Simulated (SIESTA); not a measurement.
**A self-consistent single point of ZnNiF4 (P-1, 12 atoms in the cell) with SIESTA**

Level of theory: GGA PBEsol+U, numerical atomic orbitals DZP, PseudoDojo PBEsol standard norm-conserving potentials (rewritten from UPF to PSML) (SIESTA).

Input as run:

```
# files in the folder: Zn.psml Ni.psml F.psml (PseudoDojo PBEsol standard)
SystemName  ZnNiF4
SystemLabel znnif4

NumberOfAtoms                12
NumberOfSpecies              3
%block ChemicalSpeciesLabel
  1 30 Zn
  2 28 Ni
  3 9 F
%endblock ChemicalSpeciesLabel
LatticeConstant              1.0 Ang
%block LatticeVectors
     5.035894000    0.000000000    0.000000000
    -0.007590000    5.062593000    0.000000000
    -2.463587000   -2.466544000    5.004521000
%endblock LatticeVectors
AtomicCoordinatesFormat      Fractional
%block AtomicCoordinatesAndAtomicSpecies
     0.749610000    0.751790000    0.499740000  1
     0.250390000    0.248210000    0.500260000  1
     0.000000000    0.500000000    0.000000000  2
     0.500000000    0.000000000    0.000000000  2
     0.073000000    0.163620000    0.738730000  3
     0.927000000    0.836380000    0.261270000  3
     0.339420000    0.434210000    0.256620000  3
     0.660580000    0.565790000    0.743380000  3
     0.840040000    0.336010000    0.256310000  3
     0.159960000    0.663990000    0.743690000  3
     0.571960000    0.068720000    0.737920000  3
     0.428040000    0.931280000    0.262080000  3
%endblock AtomicCoordinatesAndAtomicSpecies

XC.functional                GGA
XC.authors                   PBEsol
PAO.BasisSize                DZP
PAO.EnergyShift              0.01 Ry
MeshCutoff                   350 Ry
%block kgrid.MonkhorstPack
    5   0   0  0.5
    0   5   0  0.5
    0   0   5  0.5
%endblock kgrid.MonkhorstPack
OccupationFunction           FD
ElectronicTemperature        0.02 eV
Spin                         polarized
%block DM.InitSpin
  1 +0.00
  2 +0.00
  3 +2.00
  4 +2.00
  5 +0.00
  6 +0.00
  7 +0.00
  8 +0.00
  9 +0.00
  10 +0.00
  11 +0.00
  12 +0.00
%endblock DM.InitSpin
DFTU.ProjectorGenerationMethod 2
DFTU.CutoffNorm              0.9
DFTU.FirstIteration          true
%block DFTU.proj
  Ni 1
  n=3 2
  6.20 0.00
  0.00 0.00
%endblock DFTU.proj

MaxSCFIterations             150
SCF.Mixer.Method             Pulay
SCF.Mixer.Weight             0.1
SCF.Mixer.History            6
SCF.DM.Tolerance             1.0E-04
Diag.ParallelOverK           true
WriteForces                  true
Charge.Mulliken              end
```

The program printed (abridged):

```
reinit: Reading from file input.fdf

reinit: System Name: ZnNiF4
reinit: System Label: znnif4

NOTE on units for spin output:
{S} is the spin magnetic moment, in units of the Bohr magneton,
assuming a g-factor for the electron spin of exactly 2.
The spin magnetic moment is then numerically equal to the charge inbalance,
in units of electrons, between the spin-up and -down channels.

coor:   Atomic-coordinates input format  =     Fractional

siesta: Atomic coordinates (Bohr) and species
siesta:      4.79631   4.86298   4.72613  1        1
siesta:      0.05030   0.04285   4.73105  1        2
siesta:     -0.00717   4.78346   0.00000  2        3
siesta:      4.75823   0.00000   0.00000  2        4
siesta:     -2.74681  -1.87795   6.98630  3        5
siesta:      7.59342   6.78377   2.47088  3        6
siesta:      2.02915   2.95792   2.42690  3        7
siesta:      2.81746   1.94790   7.03027  3        8
siesta:      6.79614   2.01989   2.42397  3        9
siesta:     -1.94952   2.88593   7.03321  3       10
siesta:      2.00666  -2.78208   6.97864  3       11
siesta:      2.83995   7.68790   2.47854  3       12

siesta: System type = bulk

initatomlists: Number of atoms, orbitals, and projectors:     12   180   176

siesta: ******************** Simulation parameters ****************************
redata: Spin configuration                          = collinear
redata: Time-Reversal Symmetry                      = T
redata: Number of Atomic Species                    =        3
redata: Mesh Cutoff                                 =   350.0000 Ry
redata: Net charge of the system                    =     0.0000 |e|
redata: Min. number of SCF Iter                     =        0
redata: Max. number of SCF Iter                     =      150
redata: SCF convergence failure will abort job
redata: SCF mix quantity                            = Hamiltonian
redata: Mix DM or H after convergence               =   F
   [... lines left out ...]

                        Single-point calculation

superc: Internal auxiliary supercell:     5 x     5 x     5  =     125
superc: Number of atoms, orbitals, and projectors:   1500  22500  22000

outcell: Unit cell vectors (Ang):
        5.035894    0.000000    0.000000
       -0.007590    5.062593    0.000000
       -2.463587   -2.466544    5.004521

outcell: Cell vector modules (Ang)   :    5.035894    5.062599    6.099043
outcell: Cell angles (23,13,12) (deg):    113.8165    113.8241     90.0859
outcell: Cell volume (Ang**3)        :    127.5887
new_DM -- step:     1
Initializing Density Matrix...

Attempting to read DM from file... Failed...
initDM: WARNING: atom 1 has a closed-shell and cannot be polarized
initDM: WARNING: atom 2 has a closed-shell and cannot be polarized
DM filled with atomic data (user-defined):

InitMesh: MESH = 54 x 54 x 60 = 174960
InitMesh: Mesh cutoff (required, used) =   350.000   390.827 Ry
hubbard_term: recalculating local occupations    1
hubbard_term: maximum change in local occup.    0.929141
hubbard_term: recalculating Hamiltonian

stepf: Fermi-Dirac step function
hubbard_term: recalculating local occupations    1
hubbard_term: maximum change in local occup.    0.323128
hubbard_term: recalculating Hamiltonian
        iscf     Eharris(eV)        E_KS(eV)     FreeEng(eV)     dDmax    Ef(eV) dHmax(eV)
   scf:    1   -25630.498383   -25746.457431   -25746.491987  0.836143 -0.541943 47.759477
     spin moment: {S} , |S| = {        0.0        0.0    2.20602 }     2.20602
   scf:    2   -25823.511506   -25813.610038   -25813.636634  0.879980 -0.654728 15.304890
     spin moment: {S} , |S| = {        0.0        0.0    4.10936 }     4.10936
   scf:    3   -25827.472770   -25820.809034   -25820.814619  0.126696 -1.786091 10.540902
     spin moment: {S} , |S| = {        0.0        0.0    4.00000 }     4.00000
   scf:    4   -25828.432282   -25826.158193   -25826.158195  0.221498 -4.223361  3.784609
     spin moment: {S} , |S| = {        0.0        0.0    4.00000 }     4.00000
hubbard_term: recalculating local occupations    2
hubbard_term: maximum change in local occup.    0.553989
hubbard_term: recalculating Hamiltonian
   scf:    5   -25828.168028   -25828.171335   -25828.171337  0.000861 -4.214119  3.830642
   [... lines left out ...]
hubbard_term: maximum change in local occup.    0.000226
   scf:   53   -25829.392920   -25829.392932   -25829.392932  0.000377 -3.535526  0.006686
     spin moment: {S} , |S| = {        0.0        0.0    4.00000 }     4.00000
hubbard_term: recalculating local occupations   40
hubbard_term: maximum change in local occup.    0.000514
   scf:   54   -25829.392960   -25829.392943   -25829.392943  0.000770 -3.535496  0.001242
     spin moment: {S} , |S| = {        0.0        0.0    4.00000 }     4.00000
hubbard_term: recalculating local occupations   41
hubbard_term: maximum change in local occup.    0.000667
   scf:   55   -25829.392943   -25829.392943   -25829.392943  0.000159 -3.535495  0.000826
     spin moment: {S} , |S| = {        0.0        0.0    4.00000 }     4.00000
hubbard_term: recalculating local occupations   42
hubbard_term: maximum change in local occup.    0.000665
   scf:   56   -25829.392935   -25829.392935   -25829.392935  0.000059 -3.535522  0.000260
     spin moment: {S} , |S| = {        0.0        0.0    4.00000 }     4.00000
SCF Convergence by DM+H criterion
max |DM_out - DM_in|         :     0.0000594070
max |H_out - H_in|      (eV) :     0.0002601782
DFT+U population converged by dTol_pop criteria:
max |pop(DFT+U)_i - pop(DFT+U)_j|:     0.0006645620
SCF cycle converged after 56 iterations

Using DM_out to compute the final energy and forces
hubbard_term: recalculating local occupations   43
hubbard_term: maximum change in local occup.    0.000665
hubbard_term: recalculating Hamiltonian and forces

siesta: E_KS(eV) =           -25829.3930

siesta: E_KS - E_eggbox =    -25829.3930

siesta: Atomic forces (eV/Ang):
     1    0.039672   -0.090427    0.015974
     2   -0.039672    0.090427   -0.015974
     3   -0.000000    0.000000    0.000000
     4   -0.000000   -0.000000    0.000000
     5    0.085247   -0.162083    0.029596
     6   -0.085247    0.162083   -0.029596
     7    0.260059   -0.350189    0.266973
     8   -0.260059    0.350189   -0.266973
     9    0.095763    0.045917   -0.062988
    10   -0.095763   -0.045917    0.062988
    11    0.177005    0.010937   -0.149271
    12   -0.177005   -0.010937    0.149271
   Tot   -0.000000    0.000000    0.000000
   Max    0.350189
   Res    0.144325    sqrt( Sum f_i^2 / 3N )
   Max    0.350189    constrained

Stress tensor Voigt[x,y,z,yz,xz,xy] (kbar):       71.50       73.19       63.64        5.65        0.73        0.24
(Free)E + p*V (eV/cell)   -25834.9230
Target enthalpy (eV/cell)   -25829.3930

siesta: Program's energy decomposition (eV):
siesta: Ebs     =     -3878.568840
siesta: Eions   =     33320.096367
siesta: Ena     =      2671.858478
siesta: Ekin    =     12950.787774
siesta: Enl     =     -4694.840595
siesta: Eso     =         0.000000
siesta: Edftu   =         4.074098
siesta: DEna    =       103.825851
siesta: DUscf   =        11.524087
siesta: DUext   =         0.000000
siesta: Ex      =     -3347.360229
siesta: Ec      =      -209.166051
siesta: Exc     =     -3556.526280
siesta: Eharris =    -25829.392935
siesta: Etot    =    -25829.392954
siesta: FreeEng =    -25829.392954

siesta: Atomic forces (eV/Ang):
siesta:      1    0.039672   -0.090427    0.015974
   [... lines left out ...]
siesta: Cell volume =        127.588670 Ang**3
siesta:         -69.44280223        -66.72955113  kBar
   [... lines left out ...]
              0.122   0.273   0.566   0.825   0.540   1.005  -0.011  -0.011

             -0.012  -0.012  -0.014
   4  7.749   0.999   0.318  -0.089   1.000   1.000   1.000   0.121   0.131
              0.121   0.252   0.573   0.812   0.559   1.009  -0.011  -0.011

             -0.012  -0.011  -0.013

Species: F
Atom  Qatom  Qorb
               2s      2s      2py     2pz     2px     2py     2pz     2px
               3Pdxy   3Pdyz   3Pdz2   3Pdxz   3Pdx2-y2
   5  3.638   0.926   0.009   0.938   0.938   0.937  -0.040  -0.043  -0.039
              0.002   0.002   0.003   0.002   0.003
   6  3.638   0.926   0.009   0.938   0.938   0.937  -0.040  -0.043  -0.039
   [... 13 lines left out ...]

mulliken: Qtot =       64.000

Mulliken Atomic Populations:
Atom #   charge [q] valence [e]      Sz [e]  Species
     1     0.606137   19.393863    0.004569  Zn
     2     0.606137   19.393863    0.004569  Zn
     3     0.629995   17.370005    1.867774  Ni
     4     0.630908   17.369092    1.870837  Ni
     5    -0.308618    7.308618    0.031743  F
     6    -0.308618    7.308618    0.031743  F
     7    -0.310989    7.310989    0.031301  F
     8    -0.310989    7.310989    0.031301  F
     9    -0.304499    7.304499    0.034569  F
    10    -0.304499    7.304499    0.034569  F
    11    -0.312482    7.312482    0.028512  F
    12    -0.312482    7.312482    0.028512  F
 Total    -0.000000                4.000000
```

The run converged in 56 iterations.

The starting cell comes from a database of computed structures (which also holds hypothetical and non-ambient phases and stackings), without a prior relaxation at this level. Its lattice was rescaled by a random factor within 2.5 % of one. The magnetic order is the one reached from the typed start; others were not searched systematically. With U or open f shells several self-consistent states can exist. Values carry the incompleteness of an atom-centred basis. With a pressure of about -7 GPa the cell is away from its equilibrium volume at this level.

Cost on one core of a shared machine: roughly 8 min.
